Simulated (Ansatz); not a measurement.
Take CeO₂ in the CdI2 type structure (space group P-3m1, No. 164; a = 3.568 Å, c = 4.332 Å; a hypothetical phase, not in the database extracts checked) as the base. Axes: x lies along a and z along c of the hexagonal cell.

Level of theory: Ansatz (an electronic-structure program), PBEsol-D3(BJ), PAW, cutoff 420 eV, no SOC, earlier PAW set.

Strains are applied to the cell and any free atomic positions relax; under biaxial strain the out-of-plane vector relaxes too.

One change was made to it. Results:

| quantity | base | after |
|---|---|---|
| band gap | 2.27 eV | 2.29 eV |
| pressure (mean of the normal stresses, compression positive) | 0.00 GPa | 1.00 GPa |

**Question.** Which of these changes matches the shifts?
A. biaxial strain +0.69 %, plane normal [001], relaxed out of plane
B. isotropic strain −0.33 %
C. biaxial strain −2.78 %, plane normal [001], relaxed out of plane
D. isotropic strain −0.63 %

**Answer.** B, isotropic strain −0.33 %. For comparison, the pressure in the other runs: biaxial strain −2.78 %, plane normal [001], relaxed out of plane gives 8.33 GPa; isotropic strain −0.63 % gives 1.95 GPa; biaxial strain +0.69 %, plane normal [001], relaxed out of plane gives -1.85 GPa.

Stability against distortions was not tested. Starting moments died away, wholly or in part, for the base; another magnetic solution may exist. All final runs are without spin polarisation.
